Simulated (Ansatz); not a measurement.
Results of PBEsol+SOC in Ansatz (PAW) for SnGeO4 (model structure, started from the ZrSiO4 type, I4₁/amd, No. 141, 12 atoms in the cell).

Run with plane-wave cutoff 520 eV, 6×6×6 k mesh, Fermi–Dirac smearing 0.01 eV, PAW data made under PBE.

Cell (relaxed with PBEsol):

```xyz
12
Lattice="-3.2890 3.2890 3.1891 3.2890 -3.2890 3.1891 3.2890 3.2890 -3.1891" Properties=species:S:1:pos:R:3 pbc="T T T"
Sn     0.0000     0.0000     0.0000
Sn     0.0000     3.2890     1.5945
Ge     0.0000     0.0000     3.1891
Ge     3.2890     0.0000     1.5945
O      3.2890     2.0498    -1.2452
O      4.5281     0.0000     0.3493
O      0.0000     1.2392     1.9439
O      2.0498     0.0000     0.3493
O      3.2890     1.2392     2.8397
O      1.2392     0.0000     4.4343
O      3.2890    -1.2392     2.8397
O      2.0498     3.2890     1.2452
```

### Question
Predict the band gap.

### Answer

band gap: 1.26 eV

Note: the relaxation could raise the start's symmetry but not lower it, so the cell can be a saddle point.

Static lattice: no zero-point or thermal effects.

The result took very roughly 3 core-minutes.

A model structure was made by putting elements into a prototype or built by hand; it is no filed structure, need not be a known phase, and can be a saddle point held by its symmetry.

Ansatz is a quantum-chemistry and plane-wave program.
